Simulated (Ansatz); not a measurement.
We consider CsCl-type FeAl, described by Hartree–Fock in Ansatz (PAW).

Input:

Ansatz 0.2 input:
```yaml
crystal:
  lattice:
    - [3.0928877535, 0.0, 0.0]
    - [0.0, 3.0928877535, 0.0]
    - [0.0, 0.0, 3.0928877535]
  atoms:
    - { symbol: Al, position: [0.5, 0.5, 0.5] }
    - { symbol: Fe, position: [0.0, 0.0, 0.0] }
basis:
  ecutwfc: 460
  ecutrho_ratio: 4
  xc_grid: 2
kpoints:
  mp_grid: { grid: [10, 10, 10] }
hamiltonian:
  xc: hf
  dispersion: none
  pseudopotentials: { kind: paw }
scf:
  occupations: { method: fermi_dirac, width: 0.05 }
  convergence: { dr2_threshold: 0.0000000002 }
output:
  forces: true
  stress: true
  eigenvalues: true
```

Output (set-up and result lines):

```
WARN output.stress: scf.exx.energy_threshold = 1e-6 eV is looser than the 2e-8 eV advised for a stress under a hybrid functional (1e-8 eV for each atom of the …
Crystal: 2 atoms, lattice volume = 29.586 Å³
Basis set: ecut = 460 eV, 691 PW (Γ), exchange–correlation on 48×48×48 points (8 copies of the dense FFT grid, shifted against one another)
Bands: 14, of which v1, the nominal top of the filled ones, is band 10 counted from 1 (9 counted from 0)
Symmetry: 48 space group operations
Space group: Pm-3m (ITA 221), of the structure as read, at distance tolerance 3.1e-5 Å
k-points: 56 of 1000
Functional: x = pbe(κ = 0.804, μ = 0.2195149727645171), c = none, warm-up for x = 0 pbe(κ = 0.804, μ = 0.2195149727645171) + 1 exact, c = none
SCF iter   1: F=—  HF=-4971.302418 eV  |F-HF|=—  |Δ(HF+E_count)|=         —  Δρ=1.31e-2  dr2=2.60e-2
SCF iter   2: F=—  HF=-4971.298147 eV  |F-HF|=—  |Δ(HF+E_count)|=   4.27e-3  Δρ=3.30e-3  dr2=1.01e-3
  ...
SCF 1 converged in 8 iterations: F = -4971.298406 eV  dr2 = 3.57e-11
Crystal: 2 atoms, lattice volume = 29.586 Å³
Initial density: handed on by an earlier stage of this run
Functional: x = 0 pbe(κ = 0.804, μ = 0.2195149727645171) + 1 exact, c = none
  ...
Crystal: 2 atoms, lattice volume = 29.586 Å³
SCF 9 converged in 8 iterations: F = -4967.784555 eV  dr2 = 5.35e-11
Crystal: 2 atoms, lattice volume = 29.586 Å³
SCF 10 converged in 8 iterations: F = -4967.979653 eV  dr2 = 4.71e-11
Crystal: 2 atoms, lattice volume = 29.586 Å³
SCF 11 converged in 7 iterations: F = -4968.019030 eV  dr2 = 6.88e-11
Crystal: 2 atoms, lattice volume = 29.586 Å³
SCF 12 converged in 7 iterations: F = -4968.032459 eV  dr2 = 3.72e-11
Crystal: 2 atoms, lattice volume = 29.586 Å³
SCF 13 converged in 6 iterations: F = -4968.037673 eV  dr2 = 1.87e-10
Crystal: 2 atoms, lattice volume = 29.586 Å³
SCF 14 converged in 6 iterations: F = -4968.039149 eV  dr2 = 1.84e-10
Crystal: 2 atoms, lattice volume = 29.586 Å³
Crystal: 2 atoms, lattice volume = 29.586 Å³
Crystal: 2 atoms, lattice volume = 29.586 Å³
SCF iter   4: F=—  HF=-4968.039923 eV  |F-HF|=—  |Δ(HF+E_count)|=  1.82e-12  Δρ=9.56e-7  dr2=2.83e-10
SCF iter   5: F=-4968.039923 eV  HF=-4968.039923 eV  |F-HF|=6.91e-11  |Δ(HF+E_count)|=  2.82e-11  Δρ=4.84e-7  dr2=7.86e-11
SCF 17 converged in 5 iterations: F = -4968.039923 eV  dr2 = 7.86e-11
Free energy (F): -4968.039923 eV
Internal energy: -4968.039217 eV  (E = F + TS)
E sigma→0 (E₀):  -4968.039570 eV
Fermi energy:    13.543021 eV
--- Forces (eV/Å), atoms counted from 1 ---
  atom   1  Al     0.00000000     0.00000000     0.00000000
  atom   2  Fe    -0.00000000    -0.00000000    -0.00000000
--- Stress (GPa, compression-positive) ---
       -0.021178       0.000000       0.000000
        0.000000      -0.021178       0.000000
        0.000000       0.000000      -0.021178
  P = ⅓ Tr σ = -0.0212 GPa (-0.212 kbar)
```

The PAW data were made under PBE.

Note: the cell is over a tenth larger than the published one (another phase or state, or a fault of the published cell, is possible). Note: the run has no spin polarisation, so it can have missed a magnetic state.

Ansatz is an electronic-structure program.
